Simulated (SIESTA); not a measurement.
Input and output of a self-consistent single point for As2O3 (P2_1/c, 20 atoms in the cell) (SIESTA).

Method: LDA PW92, numerical atomic orbitals DZP, PseudoDojo LDA standard norm-conserving potentials (rewritten from UPF to PSML) run with SIESTA 5.4.2.

```
CELL_PARAMETERS angstrom
      8.03178     0.00000     0.00000
      0.00000     4.60469     0.00000
     -6.23013     0.00000     9.10037
ATOMIC_POSITIONS crystal
  As 0.44087 0.17966 0.12882
  As 0.55913 0.82034 0.87118
  As 0.55913 0.67966 0.37118
  As 0.44087 0.32034 0.62882
  As 0.08409 0.65683 0.19984
  As 0.91591 0.34317 0.80016
  As 0.91591 0.15683 0.30016
  As 0.08409 0.84317 0.69984
  O  0.66536 0.14484 0.13167
  O  0.33464 0.85516 0.86833
  O  0.33464 0.64484 0.36833
  O  0.66536 0.35516 0.63167
  O  0.57172 0.31982 0.31557
  O  0.42828 0.68018 0.68443
  O  0.42828 0.81982 0.18443
  O  0.57172 0.18018 0.81557
  O  0.03511 0.46718 0.71158
  O  0.96489 0.53282 0.28842
  O  0.96489 0.96718 0.78842
  O  0.03511 0.03282 0.21158
```

Reference input (self-consistent single point, DFT, LDA PW92, numerical atomic orbitals DZP, PseudoDojo LDA standard norm-conserving potentials (rewritten from UPF to PSML)): XC.functional = LDA; XC.authors = PW92; potentials = PseudoDojo LDA standard; PAO.BasisSize = DZP; PAO.EnergyShift = 0.01 Ry; MeshCutoff = 350 Ry; kgrid.MonkhorstPack = 4 5 3; OccupationFunction = MP; OccupationMPOrder = 0; ElectronicTemperature = 10 meV; MaxSCFIterations = 150; SCF.Mixer.Method = Broyden. This run's input differs from it in these lines:

```diff
@@ -44,2 +44,3 @@
 PAO.EnergyShift              0.01 Ry
+PAO.BasisType                splitgauss
 MeshCutoff                   350 Ry
```

Log, with long lists cut:

```
        iscf     Eharris(eV)        E_KS(eV)     FreeEng(eV)     dDmax    Ef(eV) dHmax(eV)
   scf:    1   -28344.014879   -28410.193909   -28410.193909  0.738873 -3.837003  7.771180
   scf:    2   -28439.629142   -28428.056627   -28428.056627  0.147383 -5.092863  3.321122
   scf:    3   -28431.528284   -28430.359359   -28430.359359  0.062702 -3.132023  1.385385
   scf:    4   -28430.779507   -28430.629870   -28430.629870  0.046020 -3.899611  0.292576
   scf:    5   -28430.650990   -28430.645696   -28430.645696  0.006407 -4.018964  0.074411
   scf:    6   -28430.652345   -28430.649522   -28430.649522  0.003095 -4.071819  0.019129
   scf:    7   -28430.649813   -28430.649682   -28430.649682  0.000624 -4.080553  0.005908
   scf:    8   -28430.649733   -28430.649710   -28430.649710  0.000316 -4.080405  0.002349
   scf:    9   -28430.649715   -28430.649713   -28430.649713  0.000101 -4.080086  0.001402
   scf:   10   -28430.649714   -28430.649714   -28430.649714  0.000032 -4.080091  0.000577
   scf:   11   -28430.649714   -28430.649714   -28430.649714  0.000021 -4.080039  0.000387
   scf:   12   -28430.649714   -28430.649714   -28430.649714  0.000011 -4.080025  0.000226
   scf:   13   -28430.649714   -28430.649714   -28430.649714  0.000006 -4.080006  0.000152
SCF Convergence by DM+H criterion
max |DM_out - DM_in|         :     0.0000064088
max |H_out - H_in|      (eV) :     0.0001516911
SCF cycle converged after 13 iterations

Using DM_out to compute the final energy and forces

siesta: E_KS(eV) =           -28430.6497

siesta: E_KS - E_eggbox =    -28430.6497

siesta: Atomic forces (eV/Ang):
     1   -0.939994    0.979550   -1.642794
     2    0.939994   -0.979550    1.642794
     3    0.939994    0.979550    1.642794
   [... 17 lines left out ...]
   Tot    0.000000   -0.000000   -0.000000
   Max    1.876823
   Res    1.035427    sqrt( Sum f_i^2 / 3N )
   Max    1.876823    constrained

Stress tensor Voigt[x,y,z,yz,xz,xy] (kbar):      -58.70      -49.28      -43.52       -0.00        0.35       -0.00
(Free)E + p*V (eV/cell)   -28420.0413
Target enthalpy (eV/cell)   -28430.6497

   [... lines left out ...]
siesta: FreeEng =    -28430.649714
siesta: Cell volume =        336.566635 Ang**3
siesta:          50.49997421         51.35637993  kBar
   [... lines left out ...]
     9    -0.494306    6.494306  O
    10    -0.494306    6.494306  O
    11    -0.494306    6.494306  O
    12    -0.494306    6.494306  O
    13    -0.497089    6.497089  O
    14    -0.497089    6.497089  O
    15    -0.497089    6.497089  O
    16    -0.497089    6.497089  O
    17    -0.508226    6.508226  O
    18    -0.508226    6.508226  O
    19    -0.508226    6.508226  O
    20    -0.508226    6.508226  O
 Total    -0.000000
```

The run converged in 13 iterations. Against the reference run the free energy goes up by 251 meV/atom, the pressure goes from 4.40 to 5.05 GPa, the largest force goes from 2.043 to 2.278 eV/Å and the gap on the mesh goes from 3.396 to 3.462 eV.

The starting cell comes from a database of computed structures (which also holds hypothetical and non-ambient phases and stackings), without a prior relaxation at this level. Values carry the incompleteness of an atom-centred basis. Forces in this geometry exceed 1 eV/Å.

Cost on one core of a shared machine: roughly 2 min.
